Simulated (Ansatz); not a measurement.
# Ta: stress against strain

Ta (bcc, Im-3m, 17.228 Å³/atom and stress up to 0.01 GPa in the relaxed cell) under an equal strain ε in the (001) plane with the normal axis free, as in a coherent film. LDA in Ansatz, a plane-wave DFT program (PAW, default set), 420 eV, 28×28×28 Γ-centred mesh, Fermi-Dirac smearing 0.10 eV. Stress is positive for a compressed cell.

Here s stands for strain and y for stress xx.

```csv
strain (%),stress xx (GPa)
-1.50,4.36
-1.00,2.85
-0.50,1.39
0.00,0.00
0.50,-1.32
1.00,-2.57
1.50,-3.73
3.00,?
```

The 7 complete rows are fitted with a straight line, y against s. Means: s 0, y 0.140. About the means, the sum of products is -18.910 and the sum of squares of s is 7.0000; the slope is their ratio. Least squares gives y = 0.140 - 2.7014·s. Residuals (row less fit): 0.168, 0.009, -0.101, -0.140, -0.109, -0.009, 0.182; standard error 0.144 (degrees of freedom: 5). The slope gives the biaxial elastic modulus of this plane = about 270 GPa.

### Question
What does the fit predict for y at s = 3.00, and how far is the calculated value from it?

### Answer
y = 0.140 - 2.7014 × 3.0 = -7.964 GPa. The calculation gives -6.45 GPa, 1.514 GPa above the prediction (14.0 % of the range of y in the table). The row lies outside the fitted rows, so this is an extrapolation. From the scatter of the fitted rows alone, a prediction at this place has a standard error of 0.224 GPa, so the miss is 6.8 times that.

A polynomial of degree 2 through the 12 other runs of the series gives -6.77 there, so most of the miss is curvature that the fit leaves out. In a metal these values are sensitive to mesh and smearing; energies are taken to zero smearing, stresses follow the free energy. Rows are the converged runs of the series near zero and its far end; series whose fitted rows scatter by over a few per cent of the range, as at a crossing or softening among them, aren't shown in this form, nor equations of state whose B0' disagrees with the runs' pressures. Most that stay on the fit to the last digits aren't either.
